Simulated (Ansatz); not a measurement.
# WSi2: transverse stress against strain

WSi2 (MoSi2 type, I4/mmm, 13.675 Å³/atom at rest, c along z) under a strain ε along c (axis z), the other axes held. PBE in Ansatz, a plane-wave DFT program (PAW, default set), 420 eV, 25×25×25 Γ-centred mesh, Fermi-Dirac smearing 0.10 eV; ions are relaxed within the symmetry of each cell. Stress is positive for a compressed cell.

Here s stands for strain and y for stress xx.

```
strain (%)  stress xx (GPa)
----------  ---------------
-1.50                  1.46
-1.00                  0.96
-0.50                  0.47
0.00                   0.00
0.50                  -0.47
1.00                  -0.92
1.50                  -1.36
3.00                      ?
```

### Question
Using a straight line, estimate the missing y at s = 3.00 from the other rows, showing the fit.

### Answer
Means: s 0, y 0.020. About the means, the sum of products is -6.5800 and the sum of squares of s is 7.0000; the slope is their ratio. Least squares gives y = 0.020 - 0.9400·s. Residuals (row less fit): 0.030, 0.000, -0.020, -0.020, -0.020, 0.000, 0.030; standard error 0.024 (degrees of freedom: 5). The slope gives the elastic constant C13 = 94 ± 0.9 GPa. At the withheld row, y = 0.020 - 0.9400 × 3.0 = -2.800 GPa. The calculation gives -2.60 GPa, 0.200 GPa above the prediction (4.9 % of the range of y in the table). The row lies outside the fitted rows, so this is an extrapolation. From the scatter of the fitted rows alone, a prediction at this place has a standard error of 0.038 GPa, so the miss is 5.3 times that.

One order more, fitted to all 13 runs of the series, follows each within 0.01, so the miss is the next term of a smooth law. In a metal these values are sensitive to mesh and smearing; energies are taken to zero smearing, stresses follow the free energy. Rows are the converged runs of the series near zero and its far end; series whose fitted rows scatter by over a few per cent of the range, as at a crossing or softening among them, aren't shown in this form. Most that stay on the fit to the last digits aren't either.
